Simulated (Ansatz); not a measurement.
ZnAu: 3 layers

Take ZnAu in the CsCl type structure (space group Pm-3m, No. 221; a = 3.129 Å) as the base. Axes: x, y, z lie along the cube axes.

It is then changed as follows: a free-standing slab of 3 layers (6 atoms, 2 a layer) is cut normal to [110], with 15 Å of vacuum and the in-plane cell held at bulk.

The values are results of PBEsol (Ansatz, a program for electronic structure, PAW, no spin-orbit coupling), not measurements. Settings: 15×11×1 k-points, 0.05 eV Fermi–Dirac smearing, for the changed cell.

The layer's space group (with vacuum) comes out as Pmmm (No. 47) and the shortest interatomic distance falls by 0.0236 Å (2.709 Å → 2.686 Å). The band gap stays zero and the excess energy per area of both faces (slab less bulk energy over the cell's area: twice a surface energy) comes out as 1.9 J/m² (uncertain by up to 0.07 J/m²). The thickness between the outermost nuclei amounts to 4.57 Å.

Final structure:

```
CELL_PARAMETERS angstrom
      3.12862     0.00000     0.00000
      0.00000     4.42454     0.00000
      0.00000     0.00000    19.42454
ATOMIC_POSITIONS crystal
  Zn 0.50000 0.75000 0.38241
  Au 0.00000 0.25000 0.38760
  Zn 0.50000 0.25000 0.50000
  Au 0.00000 0.75000 0.50000
  Zn 0.50000 0.75000 0.61759
  Au 0.00000 0.25000 0.61240
```

Cost of the whole job for the changed cell (relaxation, final SCF and bands): roughly 2.2 core-minutes.

Slab and bulk use different k-meshes, which limits the precision of the excess energy. Stability against distortions was not tested.
